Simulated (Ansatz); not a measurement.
Nb_Al in metastable zinc-blende AlN (start: the Al site; 64-site cell, 2×2×2 shifted sampling). Level of theory: PBE, PAW (plane waves to 420 eV; Ansatz, an electronic-structure program). Total energies of the localised charge states, counted from that of charge +2, and their image corrections (point charge with alignment); the host's valence-band maximum lies at 6.722 eV on the cells' energy zero and its gap is 3.31 eV.

| charge | moment (μB) | E − E(first) (eV) | correction (eV) |
|---|---|---|---|
| +2 | not spin-polarised | 0.000 | 1.651 |
| +1 | 1.0 | 10.166 | 0.585 |
| 0 | 2.0 | 20.477 | 0.000 |

Question: Derive the transition levels above the valence-band maximum and say which of them are thermodynamic.

Answer: A level is the Fermi energy at which two charges have equal formation energy: ε(q/q′) = [E(q′) + corr(q′) − E(q) − corr(q)] / (q − q′) − E_VBM.
ε(+2/+1) = [(10.166 + 0.585) − (0.000 + 1.651)] / 1 − 6.722 = 2.38 eV
ε(+1/0) = [(20.477 + 0.000) − (10.166 + 0.585)] / 1 − 6.722 = 3.00 eV
Thermodynamic levels at least 0.1 eV inside the gap: (+2/+1) at 2.38 eV; (+1/0) at 3.00 eV. Corrections reach 1.65 eV, so the outer levels may be off by several tenths of an eV. Only the charges listed were compared. At charge −1 the carrier sat in host band states, shallow at most. Flagged in the runs: a doubtful potential alignment.
